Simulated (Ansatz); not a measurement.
System: Al-vacancy pair (Al on one host Hf site, one O site vacant) in monoclinic HfO2 (charge state +1). The step: a nearby O atom hops onto the vacant site (Al-vacancy distance between ideal sites 2.05 → 4.57 Å); the atom moves 1.99 Å along (0.12, 0.27, -0.22) of the unit cell; the moving atom starts with neighbours Hf at 2.08, Hf at 2.10, Hf at 2.16; O at 2.60, O at 2.68 Å and ends with Hf at 1.94, Hf at 1.99 Å. A PBE band in Ansatz (plane-wave PAW, the Γ point alone, 96 host sites, 54 SCF runs with any check of the saddle's order, static, no finite-size correction) gives a forward barrier of 0.84 eV. The program found a first-order saddle point. The charge state is imposed; whether it is stable for some Fermi level was not computed. Forms of the defect that were not tried may lie lower.

Single points at the band's start and saddle point can refine it. Rough cost of one point, in units of the band's mean SCF on the same machine:

```tsv
Level	Cost of one point
PBE, a 2×2×2 k-point mesh shifted by half a step	about 10
r2SCAN at 500 eV, the Γ point alone	about 2
```

**Question.** Which of these move the barrier by more than 0.1 eV, and how far does each move it?

**Answer.** Not one does. PBE, a 2×2×2 k-point mesh shifted by half a step: 0.00 eV; r2SCAN at 500 eV, the Γ point alone: -0.05 eV. Each functional is compared with PBE at the same k-points.

Ansatz is a program for electronic structure.
